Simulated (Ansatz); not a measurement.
An Ansatz (a program for electronic structure) run: Ba with a change (pressure 3 GPa); PBEsol (Ansatz; PAW; 420 eV plane waves; no SOC).

Input:

Ansatz 0.2 input:
```yaml
crystal:
  lattice:
    - [-2.3329076689, 2.3329076689, 2.3329076689]
    - [2.3329076689, -2.3329076689, 2.3329076689]
    - [2.3329076689, 2.3329076689, -2.3329076689]
  atoms:
    - { symbol: Ba, position: [0, 0, 0] }
basis: { ecutwfc: 420, ecutrho_ratio: 4, xc_grid: 2, fft_grid_basis: typed }
kpoints: { mp_grid: { grid: [14, 14, 14] } }
hamiltonian:
  xc: pbesol
  dispersion: none
  pseudopotentials: { kind: paw }
scf: { occupations: { method: fermi_dirac, width: 0.05 } }
relax: { f_tol: 0.01, max_steps: 60, cell: { stress_tol: 0.02, p_target: 3.0 } }
output: { forces: true, stress: true }
checkpoint: { write: state.ck, write_every: 1000 }
```

Output (explanatory and most iteration lines left out):

```
Relaxation: its limit of steps is 60 (relax.max_steps)
Pseudopotential: Ba, paw, valence charge 10
Crystal: 1 atoms, lattice volume = 50.787 Å³
Basis set: ecut = 420 eV, 959 PW (Γ), exchange–correlation on 60×60×60 points (8 copies of the dense FFT grid, shifted against one another)
Bands: 9, of which v1, the nominal top of the filled ones, is band 5 counted from 1 (4 counted from 0)
Symmetry: 48 space group operations
Space group: Im-3m (ITA 229), of the structure as read, at distance tolerance 3.7e-5 Å
k-points: 104 of 2744
Functional: x = pbesol(κ = 0.804, μ = 0.12345679012345678), c = pbesol(β = 0.046)
SCF iter   1: F=—  HF=-5862.582736 eV  |F-HF|=—  |Δ(HF+E_count)|=         —  Δρ=2.10e-3  dr2=1.87e-3  ethr=1.77e-3  ⟨swp⟩=8.0  Hψ=9467  notcnv=0
SCF iter   2: F=—  HF=-5862.583150 eV  |F-HF|=—  |Δ(HF+E_count)|=   4.14e-4  Δρ=1.37e-3  dr2=9.69e-4  ethr=1.87e-5  ⟨swp⟩=2.0  Hψ=2045  notcnv=0
SCF 1 converged in 6 iterations: F = -5862.583341 eV  dr2 = 6.45e-10
relax step   1: F+E_penalty+E_count = -5862.58334098 eV  Δ(F+E_penalty+E_count) = +0.000e0 eV  max|allowed force component| = 0.000e0 eV/Å  Δτ_max = 0.0000 Å  P = +1.499 GPa  Ω = 50.787 Å³  (6 SCF iters, dr2 threshold 1.00e-7 eV, accepted)
[... steps on the carried basis left out ...]
relax step   5: F+E_penalty+E_count = -5862.51347700 eV  Δ(F+E_penalty+E_count) = +2.736e-5 eV  max|allowed force component| = 0.000e0 eV/Å  Δτ_max = 0.0000 Å  P = +2.999 GPa  Ω = 45.729 Å³  stress off target by 1.23e-3 GPa  SCF on the basis re-selected at this cell (its energy is not comparable with the rows above)  (5 SCF iters)
SCF converged after 5 iterations
Free energy (F): -5862.513477 eV
Internal energy: -5862.502377 eV  (E = F + TS)
E sigma→0 (E₀):  -5862.507927 eV
Entropy (-TS):   -0.011100 eV (-11.100 meV/atom)
Fermi energy:    8.484473 eV
--- Forces (eV/Å), atoms counted from 1 ---
  atom   1  Ba     0.00000000    -0.00000000     0.00000000
--- Stress (GPa, compression-positive) ---
        2.998767       0.000000      -0.000000
        0.000000       2.998767       0.000000
        0.000000      -0.000000       2.998767
  P = ⅓ Tr σ = 2.9988 GPa (29.988 kbar)
--- Relaxed structure (4 steps of the walk, 4 accepted, 1 SCFs on fresh bases) ---
  cell:  # Å, volume = 45.7294 Å³
    - [-2.2527446147442953, 2.2527446147442953, 2.2527446147442953]
    - [2.2527446147442953, -2.2527446147442953, 2.2527446147442953]
    - [2.2527446147442953, 2.2527446147442953, -2.2527446147442953]
  atoms:
    - { symbol: Ba, position: [0.0, 0.0, 0.0] }
```

Load acts through the strain it causes; cell and atoms are relaxed under it. No phonon test of stability was made. The cell was made from Ba in the bcc (W type) structure (space group Im-3m, No. 229) by this change: pressure 3 GPa.
